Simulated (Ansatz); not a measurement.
# How far PBE and r2SCAN part for PtGe, Ge → Se

Base system: PtGe (space group Pnma, No. 62; a = 5.819 Å, b = 3.757 Å, c = 6.175 Å).

(Cell as relaxed with PBE.)

Levels (all Ansatz, a quantum-chemistry and plane-wave program, PAW, earlier PAW set): PBE (420 eV, no spin-orbit coupling); r2SCAN (500 eV, without spin-orbit coupling).

Each level relaxes its own structure.

```tsv
base	PBE	r2SCAN
volume per atom	16.88 Å³	16.42 Å³
band gap	zero	zero
```

It is then changed as follows: Se takes the place of Ge on all its sites, then cell and atoms are relaxed.

| quantity | PBE | r2SCAN |
|---|---|---|
| shortest interatomic distance | 258.7 pm | 254.3 pm |
| space group | Cmcm (No. 63) | Cmcm (No. 63) |
| band gap | zero | zero |

PBE's shortest interatomic distance lies 4.4 pm above r2SCAN's (1.7 %); the two agree on the space group and band gap. Neither level is exact; r2SCAN is the comparison here, not a measurement.

Stability against distortions was not tested. As relaxed here, PtSe is a hypothetical phase, not in the database extracts checked. The final runs are not spin-polarised.
